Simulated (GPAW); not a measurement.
A self-consistent single point of KNaCl₂ (R-3m, 4 atoms in the cell) with GPAW.

Level of theory: PBEsol, GPAW PAW datasets PBEsol (made by gpaw-setup) (plane waves; GPAW).

```
KNaCl2
1.0
    2.08632     1.20454     6.94949
   -2.08632     1.20454     6.94949
    0.00000    -2.40908     6.94949
K Na Cl
1 1 2
Direct
  0.50000   0.50000   0.50000
  0.00000   0.00000   0.00000
  0.74047   0.74047   0.74047
  0.25953   0.25953   0.25953
```

Reference input (self-consistent single point, DFT LDA (Perdew-Wang 92), plane waves, GPAW PAW datasets LDA (gpaw-data 1.0.1)): mode = pw; ecut = 800 eV; xc = LDA; kpts = 8 8 8; mesh shift (steps) = 0 0 0; occupations.name = fermi-dirac; occupations.width = 0 eV; nbands = -6; convergence.density = 1e-05 e/electron; convergence.energy = 1e-05 eV/electron; convergence.bands = -4; symmetry.symmorphic = false. This run's input differs from it in these lines:

```diff
@@ -15,3 +15,3 @@
 calc = GPAW(mode=PW(800),
-            xc='LDA',
+            xc='PBEsol',
             kpts={'size': (8, 8, 8), 'gamma': True},
```

Its files differ too (potentials: GPAW PAW datasets PBEsol (made by gpaw-setup)).

Output (repeated stretches shortened):

```
     iter     time        total  log10-change:
                         energy   eigst   dens
iter:   1 --:--:--   -14.321645   +0.26
iter:   2 --:--:--   -14.288964   -0.35  -1.35
iter:   3 --:--:--   -14.133409   -0.75  -1.38
iter:   4 --:--:--   -14.121159   -1.05  -1.55
iter:   5 --:--:--   -14.131060   -1.64  -1.71
iter:   6 --:--:--   -14.129254   -2.11  -2.38
iter:   7 --:--:--   -14.130020   -2.63  -2.55
iter:   8 --:--:--   -14.128193   -2.95  -2.47
iter:   9 --:--:--   -14.128377   -3.50  -3.03
iter:  10 --:--:--   -14.128367c  -3.96  -3.06
iter:  11 --:--:--   -14.128263c  -4.08  -3.08
   [... lines left out ...]
iter:  14 --:--:--   -14.128269c  -5.30  -3.39
   [... 4 lines left out ...]
iter:  19 --:--:--   -14.128263c  -6.91  -4.04
iter:  20 --:--:--   -14.128264c  -6.71  -4.10
iter:  21 --:--:--   -14.128263c  -6.93  -4.29
iter:  22 --:--:--   -14.128263c  -7.38  -4.37
iter:  23 --:--:--   -14.128263c  -7.86c -4.41
iter:  24 --:--:--   -14.128263c  -8.39c -4.46
iter:  25 --:--:--   -14.128263c  -8.01c -4.54
iter:  26 --:--:--   -14.128263c  -8.62c -4.64
iter:  27 --:--:--   -14.128263c  -7.69c -4.66
iter:  28 --:--:--   -14.128263c  -8.74c -4.84
iter:  29 --:--:--   -14.128263c  -7.74c -4.91
iter:  30 --:--:--   -14.128263c  -9.57c -5.45c
Converged after 30 iterations.

Dipole moment: (-0.000000, -0.000004, -0.000000) |e|*Ang

Energy contributions relative to reference atoms: (reference = -45840.616458)

Kinetic:        +10.086196
Potential:       -9.782786
External:        +0.000000
XC:             -13.846056
Entropy (-ST):   +0.000000
Local:           -0.585617
SIC:             +0.000000
--------------------------
Free energy:    -14.128263
Extrapolated:   -14.128263

Showing only first 2 kpts
 Kpt  Band  Eigenvalues  Occupancy
  0    13     -0.30978    2.00000
  0    14     -0.30503    2.00000
  0    15      4.64977    0.00000
  0    16      6.91397    0.00000

  1    13     -0.44351    2.00000
  1    14     -0.43370    2.00000
  1    15      5.69734    0.00000
  1    16      7.30663    0.00000

Fermi level: 2.17237

Gap: 4.955 eV
Transition (v -> c):
   [... lines left out ...]
Energy (eV): -14.128263

Forces in eV/Ang:
  0 K     0.00000    0.00000    0.00000
  1 Na   -0.00000    0.00000    0.00000
  2 Cl    0.00000   -0.00000    0.06193
  3 Cl    0.00000    0.00000   -0.06193

Stress tensor:
     0.000982    -0.000000     0.000000
    -0.000000     0.000982     0.000000
     0.000000     0.000000     0.002146
Stress (GPa, Voigt): [ 0.1573  0.1573  0.3438  0.      0.     -0.    ]
```

The run converged in 30 iterations. GPAW prints stress with tension positive. Against the reference run the pressure goes from -1.95 to -0.22 GPa, the largest force goes from 0.073 to 0.062 eV/Å and the gap on the mesh goes from 4.693 to 4.955 eV.

The starting cell comes from a database of computed structures (which also holds hypothetical and non-ambient phases and stackings), without a prior relaxation at this level.

Cost on one core of a shared machine: roughly 9 min.
